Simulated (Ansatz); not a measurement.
**Competing hops of interstitial H in bixbyite In2O3, charge state +1**

Consider interstitial H in bixbyite In2O3, charge state +1. Level of theory: PBE, PAW (plane waves to 420 eV; Ansatz, an electronic-structure program).

80-site cell at the relaxed PBE lattice, one k-point at (0.250, 0.250, 0.250), smearing 0.01 eV, spin-restricted, no finite-size correction. Static, classical nuclei. The charge state is imposed; whether it is stable for some Fermi level was not computed. Sites that were not tried may lie lower.

Barriers: single points on a 2×2×2 k-point mesh shifted by half a step at the bands' geometries.

| Route | Start site over the lowest site run (eV) | Hop (Å) | Forward barrier (eV) | Backward barrier (eV) | Neighbours at the start | Neighbours at the saddle | Saddle order | Forward, on the band's own sampling (eV) |
|---|---|---|---|---|---|---|---|---|
| a direct jump of one H atom | 0.00 | 2.02 | 0.72 | 0.07 | O at 1.00, O at 1.79 Å | In at 2.18; O at 0.98, O at 2.05 Å | not checked | 0.71 |
| a concerted move, in which H travels most | 0.64 | 1.59 | 0.36 | 0.36 | In at 2.16; O at 0.98, O at 2.03 Å | In at 2.05, In at 2.07; O at 1.22, O at 1.25 Å | not checked | 0.36 |

Paths come from CI-NEB runs. Of the routes that converged and passed our checks, the lowest saddle point lies 0.72 eV above the lowest of the sites run (a direct jump of one H atom); other sites, such as split forms, and other routes may lie lower.  A further band (a concerted move, in which H travels most, 3.12 Å) gave 0.78 eV forward on its own sampling, 0.78 eV above the lowest site run, but a shoulder points to a second hump between its images, so it is not taken as a result.
